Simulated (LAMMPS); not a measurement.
Simulation of a melt made from Ni (fcc), 864 atoms, at 1560 K and 0 GPa, brought to that temperature within a few picoseconds.

Model: classical MD, pair style meam, file Ni.meam, run in LAMMPS.

| angle (°) | probability per degree, Ni-Ni-Ni |
|---|---|
| 40.50 | 0.0000 |
| 43.50 | 0.0003 |
| 46.50 | 0.0019 |
| 49.50 | 0.0064 |
| 52.50 | 0.0122 |
| 55.50 | 0.0176 |
| 58.50 | 0.0197 |
| 61.50 | 0.0181 |
| 64.50 | 0.0143 |
| 67.50 | 0.0089 |
| 70.50 | 0.0061 |
| 73.50 | 0.0065 |
| 76.50 | 0.0070 |
| 79.50 | 0.0075 |
| 82.50 | 0.0075 |
| 85.50 | 0.0078 |
| 88.50 | 0.0081 |
| 91.50 | 0.0084 |
| 94.50 | 0.0083 |
| 97.50 | 0.0088 |
| 100.5 | 0.0088 |
| 103.5 | 0.0095 |
| 106.5 | 0.0099 |
| 109.5 | 0.0101 |
| 112.5 | 0.0101 |
| 115.5 | 0.0103 |
| 118.5 | 0.0095 |
| 121.5 | 0.0087 |
| 124.5 | 0.0079 |
| 127.5 | 0.0072 |
| 130.5 | 0.0066 |
| 133.5 | 0.0063 |
| 136.5 | 0.0061 |
| 139.5 | 0.0059 |
| 142.5 | 0.0057 |
| 145.5 | 0.0051 |
| 148.5 | 0.0049 |
| 151.5 | 0.0047 |
| 154.5 | 0.0043 |
| 157.5 | 0.0037 |
| 160.5 | 0.0032 |
| 163.5 | 0.0027 |
| 166.5 | 0.0023 |
| 169.5 | 0.0019 |
| 172.5 | 0.0014 |
| 175.5 | 0.0008 |
| 178.5 | 0.0003 |

The data show:
- state found: liquid
- most common Ni-Ni-Ni angle: in the 3° bin centred on 58.5° (mean of all 97°)

Caution: this liquid lies under the measured melting point of 1728 K, so it is undercooled or the potential melts low.
